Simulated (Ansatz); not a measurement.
**fcc Pd (1 1 0) on zinc-blende GaAs (1 1 0) (film strained to the substrate, started from cuts of the bulks and a machine-learned relaxation)**

A periodic stack without vacuum, fcc Pd (1 1 0) on zinc-blende GaAs (1 1 0) (film strained to the substrate, started from cuts of the bulks and a machine-learned relaxation): substrate slab As8Ga8, film Pd16, surface cells [[0, -1], [1, -1]] and [[1, 0], [1, 2]], film strained by +3.0 and +3.0 %, outermost planes AsGa/AsGa and Pd/Pd as cut, which need not be the usual terminations and can put a slab off its formula.

The start was prepared with a machine-learned potential, and the result is one local minimum, with the in-plane cell held and forces under 0.04 eV/Å; the film can end far from its bulk form.

Calculation: PBE (plane waves to 420 eV, PAW; Ansatz, a first-principles code). No spin–orbit coupling; the runs are not spin-polarised; PBE gaps are too small against experiment. Its k-point mesh 9×6×1, Fermi–Dirac width 0.05 eV.

* **interface area**: 23.3 Å²
* **period**: 26.14 Å
* **gaps between the outermost planes at the two interfaces**: 0.69 and 0.68 Å
* **Ga–Pd contacts across the interfaces within 1.22 times the sum of covalent radii**: 12, mean 2.63 Å
* **As–Pd contacts across the interfaces within 1.22 times the sum of covalent radii**: 10, mean 2.59 Å
* **estimate of the barrier**: withheld, since the Fermi level falls at or inside a band of the host, which a slab this thin can't settle

```xyz
32
Lattice="4.0627 0.0008 0.0276 4.0630 5.7428 -0.1801 -0.1678 -3.3881 26.2793" Properties=species:S:1:pos:R:3 pbc="T T T"
As     1.5199     0.8911     0.3062
As     5.6045     4.0369     2.6789
As     3.5561     1.1474     4.4234
As     5.5774     4.0962     6.5370
As     3.5314     1.2930     8.4967
As     5.5474     4.2489    10.6085
As     3.5082     1.5136    12.3539
As     7.5125     4.2931    14.7210
Ga     3.5755    -0.3622     2.3927
Ga     5.5891     3.5429     0.2918
Ga     3.5469    -0.2291     6.5143
Ga     5.5862     2.5322     4.6231
Ga     3.5178    -0.1264    10.5215
Ga     5.5618     2.7224     8.6265
Ga     3.4660     1.1975    14.7738
Ga     5.5355     2.8870    12.7414
Pd     3.4481     1.5031    17.2135
Pd     3.4485    -1.4114    17.3255
Pd     5.4906     2.8569    15.4546
Pd     1.4264    -0.0026    15.8719
Pd     3.4277    -1.2824    20.0394
Pd     3.4288     1.5943    19.9556
Pd     5.4693     0.0998    18.6669
Pd     1.4067    -2.7820    18.6695
Pd     3.4117     1.6809    22.7191
Pd     3.4119    -1.1879    22.7651
Pd     1.3880    -2.6698    21.4355
Pd     5.4514     0.2069    21.3902
Pd     3.3983    -1.1098    25.5277
Pd     3.3917     1.7751    25.7654
Pd     5.4356     0.3196    24.1206
Pd     1.3742    -2.6008    24.1628
```
